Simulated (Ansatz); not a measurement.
Take LaP in the CsCl type structure (space group Pm-3m, No. 221; a = 3.641 Å; a hypothetical phase, not in the database extracts checked; relaxed with 0.1 eV smearing) as the base.

(Cell as relaxed with PBE.)

Levels (all Ansatz, a first-principles code, PAW): PBE (420 eV, no spin-orbit coupling); r2SCAN (500 eV, scalar-relativistic without spin-orbit coupling).

Each level relaxes its own structure.

```tsv
base	PBE	r2SCAN
volume per atom	24.13 Å³	24.30 Å³
lattice parameter a	6.880 bohr	6.896 bohr
band gap	zero	zero
```

Now apply this change: every lattice vector is stretched by 1.42 %; the atoms relax in the strained cell.

```csv
quantity,PBE,r2SCAN
energy relative to the base (free energy F),+9.7 meV/atom,+10 meV/atom
pressure,-2.9 GPa,-3.0 GPa
band gap,zero,zero
```

PBE's energy relative to the base lies 0.6 meV/atom below r2SCAN's; PBE's pressure lies 0.16 GPa above r2SCAN's; the two agree on the band gap. Neither level is exact; r2SCAN is the comparison here, not a measurement.

No phonon test of stability was made. The final runs are not spin-polarised.
